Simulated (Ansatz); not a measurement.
Effective masses and thermopower of monolayer As

Consider the following.

```xyz
4
Lattice="4.7223 0.0000 0.0000 0.0000 3.6415 0.0000 0.0000 0.0000 18.2807" Properties=species:S:1:pos:R:3 pbc="T T T"
As     2.6897     0.0000    10.3415
As     4.3937     1.8208    10.3415
As     2.0325     0.0000     7.9392
As     0.3286     1.8208     7.9392
```

Level of theory: PBE, rigid bands (plane waves, PAW, scalar-relativistic; Ansatz, a first-principles code). Condition of this run: biaxial strain -1 %. How the cell was made: cell and atoms relaxed with PBE, then loaded as said.

The band gap is 0.67 eV and the electron conductivity mass (300 K, dilute) is 0.23 (x), 1.23 (y) mₑ. The effective density of states N_c (300 K) is 5.4e12 cm⁻². The Seebeck coefficient, n-type 1.8e12 cm⁻², 300 K is -266 μV/K.

Rigid bands; masses and Seebeck coefficients take one relaxation time τ for all states and one kind of carrier; polarons and phonon drag are left out. Spin-orbit coupling is left out.
